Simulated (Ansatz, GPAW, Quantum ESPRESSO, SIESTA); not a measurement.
## Mg6ZrSi (Amm2, 8 atoms in the cell) computed with different codes at matched settings

Self-consistent single point.

```
CELL_PARAMETERS angstrom
      4.82386     0.00000     0.00000
      0.00000     3.20636     5.42384
      0.00000    -3.20636     5.42384
ATOMIC_POSITIONS crystal
  Mg 0.00000 0.33350 0.83036
  Mg 0.00000 0.83036 0.33350
  Mg 0.00000 0.33315 0.33315
  Mg 0.50000 0.17109 0.66209
  Mg 0.50000 0.66209 0.17109
  Mg 0.50000 0.16751 0.16751
  Zr 0.00000 0.82339 0.82339
  Si 0.50000 0.67891 0.67891
```

Shared settings, as Ansatz (a program for electronic structure) writes them: kpoints.mp_grid.grid = 4 3 3; scf.occupations.method = fermi_dirac; scf.occupations.width = 0.1 eV. Potentials and cutoffs stand in the table.

| code | model | pressure (GPa) | largest force (eV/Å) | cutoff |
|---|---|---|---|---|
| SIESTA | LDA PW92, numerical atomic orbitals DZP, PseudoDojo LDA standard norm-conserving potentials (rewritten from UPF to PSML) | 0.04 | 0.133 | grid 350 Ry |
| Ansatz | LDA (PW92), PAW files made with PBE | -2.75 | 0.090 | default |
| Quantum ESPRESSO | LDA (PZ), GBRV 1.5 ultrasoft (LDA) pseudopotentials | -2.75 | 0.089 | 40 Ry |
| GPAW | LDA (Perdew-Wang 92), GPAW PAW datasets LDA (gpaw-data 1.0.1) | -2.76 | 0.095 | 850 eV |

Size of the force on each atom (eV/Å): Sizes of forces hide their directions.

```json
[
 {"code": "SIESTA", "Mg1": "0.133", "Mg2": "0.133", "Mg3": "0.055", "Mg4": "0.111", "Mg5": "0.111", "Mg6": "0.055", "Zr7": "0.049", "Si8": "0.004"},
 {"code": "Ansatz", "Mg1": "0.067", "Mg2": "0.067", "Mg3": "0.040", "Mg4": "0.051", "Mg5": "0.051", "Mg6": "0.006", "Zr7": "0.090", "Si8": "0.090"},
 {"code": "Quantum ESPRESSO", "Mg1": "0.067", "Mg2": "0.067", "Mg3": "0.040", "Mg4": "0.051", "Mg5": "0.051", "Mg6": "0.006", "Zr7": "0.089", "Si8": "0.089"},
 {"code": "GPAW", "Mg1": "0.067", "Mg2": "0.067", "Mg3": "0.040", "Mg4": "0.053", "Mg5": "0.053", "Mg6": "0.006", "Zr7": "0.093", "Si8": "0.095"}
]
```

The spread over the programs that give each value: pressure within 2.80 GPa; largest force within 0.044 eV/Å.

SIESTA uses small atom-centred bases, whose incompleteness enters pressures, forces and empty levels differently from a plane-wave cutoff. Ansatz's pressure is given at a fixed set of plane waves, as the other plane-wave codes print theirs. The same LDA comes in different parametrisations, which differ slightly. In the pressure, SIESTA (by 2.79) lies more than 1 GPa from the median of the plane-wave programs. In the force vectors, SIESTA (by 0.086) lies more than 0.08 eV/Å from the median of the plane-wave programs.

The shared mesh is coarse (it stands for a supercell whose shortest vector is 19 Å), so the values are not converged in it.

The starting cell comes from a database of computed structures (which also holds hypothetical and non-ambient phases and stackings), without a prior relaxation at this level.

Left out of this page: CP2K (unsound by tests on forces, stress, charge or solver warnings).

Keys are those of Ansatz 0.2.
